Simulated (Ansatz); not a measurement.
# A computed series for Sn: response to strain

The reference is Sn in the diamond structure (space group Fd-3m, No. 227; a = 6.567 Å). Axes: x, y, z lie along the cube axes.

Strains are applied to the cell and any free atomic positions relax; under biaxial strain the out-of-plane vector relaxes too; under stress the whole cell relaxes.

Calculations: DFT with r2SCAN, PAW potentials and a 500 eV plane-wave cutoff in Ansatz (a program for electronic structure), scalar-relativistic without spin-orbit coupling.

Candidates:
(a) tensor shear ε_xz = +0.78 %
(b) biaxial strain −2.10 %, plane normal [001], relaxed out of plane
(c) uniaxial stress, 2 GPa tension along x
(d) uniaxial stress, 1 GPa tension along x

Notes on the quantities. energy relative to the base: free energy F.

Question: Order them by energy relative to the base, highest first.

Answer: (c) uniaxial stress, 2 GPa tension along x (+8.9 meV/atom), (b) biaxial strain −2.10 %, plane normal [001], relaxed out of plane (+7.0 meV/atom), (d) uniaxial stress, 1 GPa tension along x (+2.3 meV/atom), (a) tensor shear ε_xz = +0.78 % (+0.8 meV/atom)

Beyond what the load breaks, stability against distortions was not tested.
